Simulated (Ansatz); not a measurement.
We consider Al₂Cu (I4/mcm, No. 140), described by r²SCAN+rVV10 in Ansatz (PAW).

Run with plane-wave cutoff 560 eV, 14×14×14 k mesh, Fermi–Dirac smearing 0.05 eV, no spin polarisation, scalar-relativistic PAW data made under PBE.

Energies at three volumes about the minimum:

```csv
V (Å³/atom),E − E_lowest (meV/atom)
14.025,2.17
14.312,0.00
14.598,1.99
```

Fit a parabola by hand: where is the minimum, and what is the bulk modulus?

Slopes: (0.00 − 2.17)/(14.312 − 14.025) = -7.561 and (1.99 − 0.00)/(14.598 − 14.312) = 6.958 meV/Å³. Curvature E″ = 2 × (6.958 − (-7.561))/(14.598 − 14.025) = 50.677 meV/Å⁶. From the middle of the first interval, the slope vanishes at V0 = 14.1685 − (-7.561)/50.677 = 14.318 Å³/atom. B = V0 E″ = 14.318 × 50.677 meV/Å³ × 0.1602 GPa per meV/Å³ = 116 GPa. The full Birch–Murnaghan fit to all volumes gives V0 = 14.312 Å³/atom and B0 = 116 GPa.

Shape and atoms are relaxed at each volume.

Note: the bulk modulus comes from volumes at which shape and atoms were relaxed.

Ansatz is a program for electronic structure.
